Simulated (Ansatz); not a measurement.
MgO: response to strain

Base system: MgO in the rock salt structure (space group Fm-3m, No. 225).

```
CELL_PARAMETERS angstrom
      0.00000     2.10221     2.10221
      2.10221     0.00000     2.10221
      2.10221     2.10221     0.00000
ATOMIC_POSITIONS crystal
  Mg 0.00000 0.00000 0.00000
  O  0.50000 0.50000 0.50000
```

Cartesian axes are those of the cell as printed.

Strains are applied to the cell and any free atomic positions relax; under biaxial strain the out-of-plane vector relaxes too.

Computed with Kohn–Sham DFT with the r2SCAN functional, run in Ansatz (a program for electronic structure) with PAW and 500 eV plane waves, scalar-relativistic without spin-orbit coupling.

```json
[
 {"biaxial strain, plane normal [111], relaxed out of plane (%)": "-2.5", "band gap (eV)": "6.01"},
 {"biaxial strain, plane normal [111], relaxed out of plane (%)": "-2.08", "band gap (eV)": "5.96"},
 {"biaxial strain, plane normal [111], relaxed out of plane (%)": "-1.67", "band gap (eV)": "5.91"},
 {"biaxial strain, plane normal [111], relaxed out of plane (%)": "-1.25", "band gap (eV)": "5.85"},
 {"biaxial strain, plane normal [111], relaxed out of plane (%)": "-0.83", "band gap (eV)": "?"},
 {"biaxial strain, plane normal [111], relaxed out of plane (%)": "-0.42", "band gap (eV)": "5.74"},
 {"biaxial strain, plane normal [111], relaxed out of plane (%)": "0", "band gap (eV)": "5.68"}
]
```

Question: Fit E_g = E₀ + Dε (ε in %) to the rows shown and predict the withheld row.

Answer: Least squares on the printed values gives E₀ = 5.68 eV, D = -133 meV per % of strain (largest residual 0.01 eV); this predicts 5.79 eV, and the run gives 5.80 eV, in agreement.

No phonon test of stability was made.
